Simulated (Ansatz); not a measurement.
The starting structures come from a database of crystals and need not be the phases stable at ambient conditions.

By PBEsol, the system below comes out a metal.

```yaml
crystal:
  lattice:
    - [2.83348, 0.00000, 0.00000]
    - [0.00000, 5.68949, 0.00000]
    - [0.00000, 2.84474, 2.84474]
  atoms:
    - { symbol: Al, position: [0.50000, 0.50000, 0.50000] }
    - { symbol: Al, position: [0.50000, 0.00000, 0.50000] }
    - { symbol: Cu, position: [0.00000, 0.00000, 0.00000] }
```

Space group of this cell: P4/mmm. The cell is strained (all lengths scaled by 0.98); by PBEsol its mean pressure is 3.8 GPa.

The current flows along the normal of the first two printed cell vectors, the (110) plane of the conventional cell. No spin-orbit coupling; the value is a mean over 0.1 eV about the Fermi level.

Q: Compute, with PBEsol run with Ansatz (a quantum-chemistry and plane-wave program), the ballistic conductance per area.

A: 0.76 × 10¹⁵ S/m² for both spins.
